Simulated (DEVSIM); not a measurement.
Structure: abrupt InP p-n junction, at 250 K.

| layer (left to right) | material | thickness (μm) | Nd (cm⁻³) | Na (cm⁻³) | τn (s) | τp (s) |
|---|---|---|---|---|---|---|
| 1 | InP | 3.90 | - | 6.1e16 | 3.1e-10 | 3.1e-10 |
| 2 | InP | 62.0 | 4.1e15 | - | 3.1e-10 | 3.1e-10 |

Left contact: ohmic. Right contact: ohmic. Voltage is applied to the left contact. Recombination: SRH at mid-gap, radiative, Auger. Mobility is constant in doping.

Constants are typed, rounded textbook-type inputs, not results; the design itself was drawn at random and stands for no fabricated device. Values at 300 K; Nc and Nv go as T^1.5, mobilities as T to minus their exponent, the gap by Varshni's rule with the affinity fixed.

| parameter | InP |
|---|---|
| gap (eV) | 1.344 |
| affinity (eV) | 4.38 |
| permittivity | 12.5 |
| Nc (cm⁻³) | 5.7e17 |
| Nv (cm⁻³) | 1.1e19 |
| μn (cm²/Vs) | 5200 |
| μp (cm²/Vs) | 170 |
| T exponent of μn | 2 |
| T exponent of μp | 2 |
| B (cm³/s) | 1.2e-10 |
| Cn (cm⁶/s) | 9e-31 |
| Cp (cm⁶/s) | 9e-31 |
| Varshni α (eV/K) | 0.000363 |
| Varshni β (K) | 162 |

Simulated with DEVSIM: 1D drift-diffusion, Boltzmann statistics, complete ionisation; no tunnelling, impact ionisation, image-force lowering or self-heating.

The minority lifetime in layer 2 was swept, all else fixed.

```tsv
minority lifetime in layer 2 (s)	dark forward voltage at 1 A/cm² (V)	dark forward voltage at 100 A/cm² (V)
9.3e-12	0.923	1.222
3.1e-11	0.940	1.225
9.3e-11	0.956	1.229
3.1e-10	0.974	1.235
9.3e-10	0.988	1.239
3.1e-9	1.000	1.242
9.3e-9	1.008	1.243
```

From the first row to the last the dark forward voltage at 1 A/cm² goes from 0.923 to 1.008. From the first row to the last the dark forward voltage at 100 A/cm² goes from 1.222 to 1.243.
